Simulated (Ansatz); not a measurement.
How the smallest direct gap on the k points sampled of Ge (model structure, I-43m, No. 217, 23 atoms in the cell) moves with the method

No measured value is used here.

```
level (code)           value (eV)  cell (Å³/atom)
---------------------  ----------  --------------
LDA (Ansatz)                 1.04           24.31
PBEsol (Ansatz)              1.06           25.01
PBEsol+SOC (Ansatz)          1.02           25.01
r²SCAN (Ansatz)              1.34           25.04
r²SCAN+SOC (Ansatz)          1.31           25.01
r²SCAN+rVV10 (Ansatz)        1.31           24.79
HSE06 (Ansatz)               1.69           25.01
```

At these levels the smallest gap is indirect and lower: LDA 0.93, PBEsol 0.95, PBEsol+SOC 0.94, r²SCAN 1.24, r²SCAN+SOC 1.24, r²SCAN+rVV10 1.21, HSE06 1.58 eV. Computed values are for a static lattice. Spin–orbit coupling is included only where a level's name says +SOC; with heavier elements it mostly lowers gaps and can invert bands.  Values are at the level's own relaxed cell; PBEsol+SOC at the PBEsol cell; r²SCAN+SOC at the PBEsol cell; HSE06 at the PBEsol cell. Cutoffs and k meshes differ between the levels. Ansatz's density-functional and Hartree–Fock values are scalar-relativistic unless marked +SOC, with PAW data made under PBE.

A model structure was made by putting elements into a prototype or built by hand; it is no filed structure, need not be a known phase, and can be a saddle point held by its symmetry.

Ansatz is a quantum-chemistry and plane-wave program.
